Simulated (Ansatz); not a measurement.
Consider this model of amorphous Hf12La4O30.

```xyz
46
Lattice="8.5627 0.0000 0.0000 0.0000 8.5627 0.0000 0.0000 0.0000 8.5627" Properties=species:S:1:pos:R:3 pbc="T T T"
Hf     5.3225     1.9194     5.4535
Hf     1.8801     3.6386     4.6167
Hf     1.5738     0.4203     4.7916
Hf     1.3770     6.2677     6.9590
Hf     0.0459     6.4065     3.6237
Hf     6.9970     4.6989     6.0052
Hf     8.0180     1.3728     7.4515
Hf     5.7869     4.8357     2.7913
Hf     3.7380     1.5581     2.6224
Hf     3.1305     6.8570     1.6969
Hf     0.1225     4.5849     0.9989
Hf     3.8214     4.3877     8.0005
La     2.8858     1.0547     7.9211
La     7.7337     1.6627     2.4761
La     4.2952     6.9580     5.2082
La     6.1317     7.2365     8.5406
O      6.8594     2.8590     6.7380
O      5.3644     5.5094     6.9052
O      8.3876     8.3954     3.9026
O      6.5861     6.0557     4.4126
O      8.0463     5.6642     7.7878
O      3.6305     2.7617     0.9867
O      2.8149     4.8907     6.1445
O      1.0853     2.2230     5.8661
O      3.8007     3.0292     4.1338
O      0.8031     8.4106     6.9079
O      0.7497     4.3496     2.9816
O      1.7652     6.9366     4.9777
O      4.2221     8.5550     1.0855
O      4.6996     5.5182     0.9592
O      6.2546     0.3431     6.5467
O      7.2477     6.0560     1.9776
O      3.9715     5.7868     3.2673
O      6.3831     3.5074     4.3641
O      2.9148     8.2976     3.1967
O      7.4252     0.4383     0.5579
O      3.5347     0.5856     5.6631
O      6.8201     3.5940     1.5484
O      0.3191     5.0484     5.3826
O      0.3957     2.5931     0.2658
O      3.0389     7.1015     7.8696
O      1.1506     6.6329     1.8614
O      4.2044     2.7258     6.9629
O      1.9296     4.8763     0.0199
O      1.6582     1.9089     3.3194
O      5.5135     1.0739     3.5275
```

Computed with PBE, scalar-relativistic without spin-orbit coupling (plane waves to 420 eV, PAW; Ansatz, a first-principles code).

The cell was made by melting and quenching with the CHGNet potential and then relaxed with DFT. O atoms were pushed apart under 1.9 Å during the dynamics, to hinder bonds among them. The hot cell started wider than the set density and was brought back towards it in steps. It is the lowest in DFT energy of 2 quenches. It is a model cell: composition and starting density were chosen by hand, and all elements were melted together. No dispersion term was used. Its density started from a set value of 8.54 and ended at 8.40 g/cm³. The simulated quench (nominally 280 K/ps over its main leg) is rapid and tends to freeze in more defects than a deposited or slowly cooled glass has. A cell of this size samples the disorder only roughly. The volume was free in the relaxation, at fixed shape. Stress components on the final sampling reach 1.5 GPa.

Bonds are counted up to Hf-Hf 3.34 Å, Hf-La 3.65 Å, Hf-O 2.58 Å, La-La 3.96 Å, La-O 3.00 Å, O-O 1.58 Å. Two cations that share two anions don't count as bonded, nor two that share one unless they lie closer than Hf-Hf 3.25 Å, Hf-La 3.55 Å, La-La 3.85 Å.

**Question.** Give the coordination numbers, mean bond lengths and angles.

**Answer.** 
The mean coordination of Hf by anions is 6.42 (7 with 6, 5 with 7). The mean coordination of La by anions is 7.25 (3 with 7, 1 with 8); 2 close contacts or bonds to cations besides and the mean coordination of O is 3.53 (14 with 3, 16 with 4). The mean Hf-O bond is 2.149 Å (spread 0.100 Å, 77 counted) and the mean La-O bond is 2.546 Å (spread 0.191 Å, 29 counted). The mean La-La close contact comes out as 3.815 Å (spread 0.000 Å, 1 counted) and the bond angle at Hf comes out as mean 102.3°, spread 28.6°. The bond angle at La comes out as mean 98.9°, spread 32.5° and the bond angle at O is mean 110.5°, spread 17.6°.

**Question.** List the pairs of like atoms that count as bonded by the rules above.

**Answer.** La15-La16 (3.82 Å).
